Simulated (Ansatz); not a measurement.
The reference is Zr in the hcp (Mg type) structure (space group P6_3/mmc, No. 194; a = 3.244 Å, c = 5.158 Å; relaxed with 0.1 eV smearing). Axes: x lies along a and z along c of the hexagonal cell.

Method: Ansatz (an electronic-structure program), r2SCAN, PAW, cutoff 500 eV, spin-orbit coupling left out.

For the base:

| Item | Result |
|---|---|
| Pressure | 0.0 GPa |
| Shortest interatomic distance | 3.187 Å |

Perturbation: the cell is stretched by 2.00 % along x with no lateral relaxation; the atoms relax in the strained cell.

**Question.** Predict the new energy relative to the base, pressure, largest internal atomic displacement and shortest interatomic distance.

**Answer.** The energy goes up by 4.1 meV/atom; the pressure (mean of the normal stresses, compression positive) goes from zero to -1.8 GPa; the largest internal atomic displacement comes out as 0.019 Å; the shortest interatomic distance rises by 0.006 Å (3.187 Å → 3.193 Å).

No phonon test of stability was made. The final runs are not spin-polarised.
